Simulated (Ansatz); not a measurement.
Consider a periodic stack without vacuum, fcc Al (1 1 0) on wurtzite ZnO (0 0 1) (film strained to the substrate, faces as cut): substrate slab Zn30O30, film Al32, surface cells [[-3, -1], [-1, -2]] and [[2, 1], [0, 2]], film strained by -0.6 and +1.4 %, faces O/Zn and Al/Al as cut (like faces can put a slab off its formula). Its start:

```yaml
crystal:
  lattice:
    - [8.67671, 0.00000, 0.00284]
    - [1.85929, 5.36732, 0.00687]
    - [-2.21161, 0.30128, 28.05542]
  atoms:
    - { symbol: Zn, position: [0.60173, 0.54212, 0.05634] }
    - { symbol: Zn, position: [0.22479, 0.74067, 0.05967] }
    - { symbol: Zn, position: [0.41430, 0.15046, 0.05490] }
    - { symbol: Zn, position: [0.00934, 0.34487, 0.05478] }
    - { symbol: Zn, position: [0.82082, 0.93815, 0.05417] }
    - { symbol: Zn, position: [0.84099, 0.26500, 0.15049] }
    - { symbol: Zn, position: [0.44142, 0.46436, 0.15135] }
    - { symbol: Zn, position: [0.64078, 0.86722, 0.15050] }
    - { symbol: Zn, position: [0.24010, 0.07145, 0.15160] }
    - { symbol: Zn, position: [0.03803, 0.66688, 0.15120] }
    - { symbol: O, position: [0.63496, 0.53453, 0.12710] }
    - { symbol: O, position: [0.23323, 0.73777, 0.12961] }
    - { symbol: O, position: [0.43378, 0.13306, 0.12622] }
    - { symbol: O, position: [0.03286, 0.33605, 0.12538] }
    - { symbol: O, position: [0.83405, 0.93482, 0.12490] }
    - { symbol: O, position: [0.80059, 0.28171, 0.02878] }
    - { symbol: O, position: [0.40147, 0.47897, 0.03428] }
    - { symbol: O, position: [0.61174, 0.87406, 0.03006] }
    - { symbol: O, position: [0.20498, 0.07634, 0.03022] }
    - { symbol: O, position: [0.01887, 0.67335, 0.02956] }
    - { symbol: Zn, position: [0.66646, 0.52664, 0.24600] }
    - { symbol: Zn, position: [0.26531, 0.72652, 0.24600] }
    - { symbol: Zn, position: [0.46637, 0.12570, 0.24645] }
    - { symbol: Zn, position: [0.06524, 0.32677, 0.24654] }
    - { symbol: Zn, position: [0.86520, 0.92728, 0.24637] }
    - { symbol: Zn, position: [0.89098, 0.25275, 0.34120] }
    - { symbol: Zn, position: [0.49104, 0.45292, 0.34065] }
    - { symbol: Zn, position: [0.69138, 0.85255, 0.34140] }
    - { symbol: Zn, position: [0.29099, 0.05288, 0.34123] }
    - { symbol: Zn, position: [0.09099, 0.65304, 0.34105] }
    - { symbol: O, position: [0.68511, 0.52127, 0.31719] }
    - { symbol: O, position: [0.28446, 0.72141, 0.31721] }
    - { symbol: O, position: [0.48502, 0.12009, 0.31752] }
    - { symbol: O, position: [0.08459, 0.32100, 0.31753] }
    - { symbol: O, position: [0.88448, 0.92122, 0.31740] }
    - { symbol: O, position: [0.85964, 0.26068, 0.22150] }
    - { symbol: O, position: [0.45981, 0.46068, 0.22230] }
    - { symbol: O, position: [0.65950, 0.86168, 0.22157] }
    - { symbol: O, position: [0.25904, 0.06278, 0.22242] }
    - { symbol: O, position: [0.05810, 0.66146, 0.22207] }
    - { symbol: Zn, position: [0.71581, 0.51218, 0.43556] }
    - { symbol: Zn, position: [0.31659, 0.71202, 0.43548] }
    - { symbol: Zn, position: [0.51628, 0.11339, 0.43598] }
    - { symbol: Zn, position: [0.11531, 0.31389, 0.43635] }
    - { symbol: Zn, position: [0.91781, 0.91245, 0.43644] }
    - { symbol: Zn, position: [0.94191, 0.23113, 0.53773] }
    - { symbol: Zn, position: [0.54321, 0.43440, 0.53621] }
    - { symbol: Zn, position: [0.74331, 0.83897, 0.53453] }
    - { symbol: Zn, position: [0.34199, 0.03921, 0.53460] }
    - { symbol: Zn, position: [0.14574, 0.62932, 0.53771] }
    - { symbol: O, position: [0.73116, 0.50975, 0.50673] }
    - { symbol: O, position: [0.33946, 0.70540, 0.50670] }
    - { symbol: O, position: [0.53524, 0.10820, 0.50742] }
    - { symbol: O, position: [0.12784, 0.30960, 0.50770] }
    - { symbol: O, position: [0.94352, 0.90175, 0.50777] }
    - { symbol: O, position: [0.90983, 0.24720, 0.41249] }
    - { symbol: O, position: [0.50994, 0.44710, 0.41199] }
    - { symbol: O, position: [0.71089, 0.84782, 0.41282] }
    - { symbol: O, position: [0.30947, 0.04862, 0.41270] }
    - { symbol: O, position: [0.11029, 0.64712, 0.41238] }
    - { symbol: Al, position: [0.07798, 0.13900, 0.65342] }
    - { symbol: Al, position: [0.07101, 0.64265, 0.65330] }
    - { symbol: Al, position: [0.57351, 0.39645, 0.64994] }
    - { symbol: Al, position: [0.57408, 0.89254, 0.65268] }
    - { symbol: Al, position: [0.31038, 0.27833, 0.61063] }
    - { symbol: Al, position: [0.30983, 0.77040, 0.60755] }
    - { symbol: Al, position: [0.81468, 0.51785, 0.60736] }
    - { symbol: Al, position: [0.81554, 0.02549, 0.61068] }
    - { symbol: Al, position: [0.10076, 0.63379, 0.75596] }
    - { symbol: Al, position: [0.10287, 0.12964, 0.75631] }
    - { symbol: Al, position: [0.60286, 0.87996, 0.75565] }
    - { symbol: Al, position: [0.60187, 0.38163, 0.75729] }
    - { symbol: Al, position: [0.34044, 0.75850, 0.70788] }
    - { symbol: Al, position: [0.34043, 0.26153, 0.70919] }
    - { symbol: Al, position: [0.83724, 0.01398, 0.70927] }
    - { symbol: Al, position: [0.83850, 0.50953, 0.70715] }
    - { symbol: Al, position: [0.13196, 0.12193, 0.85860] }
    - { symbol: Al, position: [0.13167, 0.61147, 0.85689] }
    - { symbol: Al, position: [0.62915, 0.36915, 0.86017] }
    - { symbol: Al, position: [0.62731, 0.87379, 0.85952] }
    - { symbol: Al, position: [0.36810, 0.24642, 0.80976] }
    - { symbol: Al, position: [0.36903, 0.74922, 0.81109] }
    - { symbol: Al, position: [0.86516, 0.50149, 0.80812] }
    - { symbol: Al, position: [0.86599, 0.00160, 0.81177] }
    - { symbol: Al, position: [0.10870, 0.60420, 0.97038] }
    - { symbol: Al, position: [0.17757, 0.10388, 0.96399] }
    - { symbol: Al, position: [0.61265, 0.87295, 0.96428] }
    - { symbol: Al, position: [0.71576, 0.31347, 0.96504] }
    - { symbol: Al, position: [0.37963, 0.74151, 0.91281] }
    - { symbol: Al, position: [0.39601, 0.25380, 0.91253] }
    - { symbol: Al, position: [0.91519, 0.97723, 0.91111] }
    - { symbol: Al, position: [0.88651, 0.49579, 0.90759] }
```

The start was prepared with a machine-learned potential, and the result is one local minimum, with the in-plane cell held and forces under 0.04 eV/Å; the film can end far from its bulk form.

Calculation: PBE (plane waves to 420 eV, PAW; Ansatz, an electronic-structure program). No spin–orbit coupling; the runs are not spin-polarised; PBE gaps are too small against experiment. Its k-point mesh 3×5×1, Fermi–Dirac width 0.05 eV.

Task: Predict the relaxed interface.

Result: interface area: 46.6 Å²
period: 28.10 Å
gaps between the outermost planes at the two interfaces: 2.19 and 1.68 Å
Al–Zn contacts across the interfaces within 1.22 times the sum of covalent radii: 10, mean 2.80 Å
Al–O contacts across the interfaces within 1.22 times the sum of covalent radii: 4, mean 1.86 Å
